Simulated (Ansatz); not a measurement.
**MnSi, pressure series**

Base system: MnSi (space group P2_13, No. 198; a = 4.5182 Å; ferromagnetic).

Cell and atoms are relaxed at each pressure.

The values are results of PBE (Ansatz, a first-principles code, PAW, no SOC), earlier PAW set, not measurements.

| P (GPa) | V (Å³/atom) |
|---|---|
| -1.99 | 11.644 |
| -0.99 | 11.586 |
| 0.90 | 11.480 |
| 2.10 | 11.415 |
| 4.51 | 11.290 |
| 8.99 | 11.075 |
| 14.99 | 10.815 |
| 22.49 | 10.528 |
| 29.99 | 10.276 |

### Question
Fit a third-order Birch–Murnaghan equation of state.

### Answer
Least squares on P(V) = (3B₀/2)[(V₀/V)^(7/3) − (V₀/V)^(5/3)]·[1 + (3/4)(B₀′ − 4)((V₀/V)^(2/3) − 1)] gives V₀ = 11.53 Å³/atom, B₀ = 205 GPa and B₀′ = 4.1.

Other magnetic orders, which the real material may have, were not ruled out. Load acts through the strain it causes; cell and atoms are relaxed under it. Whether these cells are dynamically stable was not tested. No other phases were tried under pressure.
